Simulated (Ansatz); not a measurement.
Consider TiO2 in the rutile structure (space group P4_2/mnm, No. 136; a = 4.548 Å, c = 2.917 Å). Axes: x, y, z lie along a, b, c of the conventional cell.

Method: DFT with LDA, PAW potentials and a 420 eV plane-wave cutoff in Ansatz (a program for electronic structure), scalar-relativistic without spin-orbit coupling.

Strains are applied to the cell and any free atomic positions relax.

One change was made to it. Results:

```tsv
quantity	base	after
valence-band top at Γ (three highest levels, from the VBM)	0.00, -0.47, -0.47 eV	0.00, -0.47, -0.47 eV
shortest interatomic distance	1.928 Å	1.926 Å
pressure (mean of the normal stresses, compression positive)	0.0 kbar	0.0 kbar
```

What was done to the base?
(A) tensor shear ε_xz = +0.33 %
(B) tensor shear ε_xz = +2.00 %
(C) tensor shear ε_xz = +1.67 %

A, tensor shear ε_xz = +0.33 %. For comparison, the valence-band top at Γ in the other runs: tensor shear ε_xz = +1.67 % gives 0.00, -0.43, -0.47 eV; tensor shear ε_xz = +2.00 % gives 0.00, -0.42, -0.47 eV.

The levels and masses belong to the bands next to the band gap. Whether these cells are dynamically stable was not tested. All final runs are without spin polarisation.
